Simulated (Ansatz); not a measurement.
Results of r²SCAN-D4 (plane waves, PAW; Ansatz, a program for electronic structure) for cubic perovskite BaLiF3.

Run with plane-wave cutoff 560 eV, 8×8×8 k mesh, Fermi–Dirac smearing 0.01 eV, scalar-relativistic PAW data made under PBE.

Cell (relaxed at this level):

```cif
data_BaF3Li
_chemical_formula_sum 'Ba1 Li1 F3'
_space_group_name_H-M_alt 'Pm-3m'
_space_group_IT_number 221
_space_group_name_Hall '-P 4 2 3'
_cell_length_a 3.97267
_cell_length_b 3.97267
_cell_length_c 3.97267
_cell_angle_alpha 90.000
_cell_angle_beta 90.000
_cell_angle_gamma 90.000
loop_
_atom_site_label
_atom_site_type_symbol
_atom_site_symmetry_multiplicity
_atom_site_Wyckoff_symbol
_atom_site_fract_x
_atom_site_fract_y
_atom_site_fract_z
_atom_site_occupancy
Ba1 Ba 1 a 0.00000 0.00000 0.00000 1
Li1 Li 1 b 0.50000 0.50000 0.50000 1
F1 F 3 c 0.00000 0.50000 0.50000 1
```

**Question.** Give the computed band gap.

**Answer.** 
band gap: 7.41 eV

Note: the relaxation could not lower the start's symmetry, so the cell can be a saddle point above a distorted one.

Spin–orbit coupling is not included.

It cost about 60 core-seconds (a rough figure) of CPU time.
